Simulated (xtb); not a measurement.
xtb 6.7.1, GFN2-xTB: [CH2][Si](C)(C)N(C)C, charge 0, multiplicity 2, 21 atoms. The geometry is a generated start, not checked to be a minimum at this level.

```
Item                       Value
-----------------  -------------
run flags                 --grad
method                  GFN2-xTB
--acc                1 (default)
--etemp (K)        300 (default)
basis functions               48
valence electrons             43
```

```xyz
21

C     -0.5977    -0.6682    -2.0402
Si    -0.6707    -0.0515    -0.2973
C     -1.6620    -1.2284     0.8291
C     -1.4786     1.6711    -0.2335
N      0.9152     0.1066     0.4259
C      1.5740    -1.0038     1.0610
C      1.8616     1.0647    -0.0874
H     -0.9621    -0.1005    -2.8786
H      0.0033    -1.5196    -2.3164
H     -1.5402    -0.9797     1.8787
H     -2.7194    -1.1658     0.5938
H     -1.3617    -2.2618     0.6887
H     -0.9672     2.3879    -0.8679
H     -1.4931     2.0720     0.7757
H     -2.5046     1.6079    -0.5792
H      2.2313    -1.5402     0.3624
H      0.8376    -1.7026     1.4459
H      2.1889    -0.6442     1.8923
H      2.5626     0.5998    -0.7941
H      1.3383     1.8682    -0.5964
H      2.4443     1.4878     0.7373
```

Charge 0 and multiplicity 2 are set for this test and not shown to be the ground state. GFN-xTB has no spin term: --uhf 1 sets the occupations alone.

One run each on 1 thread. Values of broydamp tried: 0.02, 0.05, 0.1, 0.2, 0.4 (default), 0.6, 0.8, 1.

Q: Predict the course of the SCC iterations along this series.

A: Fewest SCC iterations: 0.4 (default) with 14. The count rises to 28 at 0.02. All converge to one solution.

```tsv
broydamp	SCC iterations	end
0.02	28	same solution
0.05	26	same solution
0.1	20	same solution
0.2	17	same solution
0.4 (default)	14	same solution
0.6	16	same solution
0.8	17	same solution
1	19	same solution
```
